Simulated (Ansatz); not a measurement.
We consider tetragonal HfO2 (model structure) (like a known high-temperature phase), described by PBE0 in Ansatz (PAW).

Run with plane-wave cutoff 500 eV, 6×6×4 k mesh (along the axes of the cell as run), gaussian smearing 0.02 eV, scalar-relativistic PAW data made under PBE.

Cell (relaxed with r²SCAN):

HfO2 is taken in the tetragonal space group P4₂/nmc, origin choice 1 (No. 137), Pearson symbol tP6. Conventional cell: a = b = 3.577 Å, c = 5.203 Å, α = β = γ = 90.00°. Hf on 2a sees 4 O at 2.059 Å and 4 O at 2.387 Å. O on 4d has 2 Hf at 2.059 Å and 2 Hf at 2.387 Å (tetrahedral). (Neighbours: up to the widest gap in distance over summed covalent radii, below 1.35, at either atom; cation-cation and far metal-metal contacts left out.)

Q: What does this level give for the band gap?

A: 
- band gap: 7.13 eV (on the SCF k mesh)

Note: held by symmetry at 0 K, a high-temperature phase can be a saddle point; cell and atoms aren't relaxed at this level (largest force component 0.05 eV/Å).

Spin–orbit coupling is not included.

The computed numbers hold no vibrational or temperature effects.

It cost about 4 core-minutes (a rough figure) of CPU time.

A model structure was made by putting elements into a prototype or built by hand; it is no filed structure, need not be a known phase, and can be a saddle point held by its symmetry.

Ansatz is a program for electronic structure.
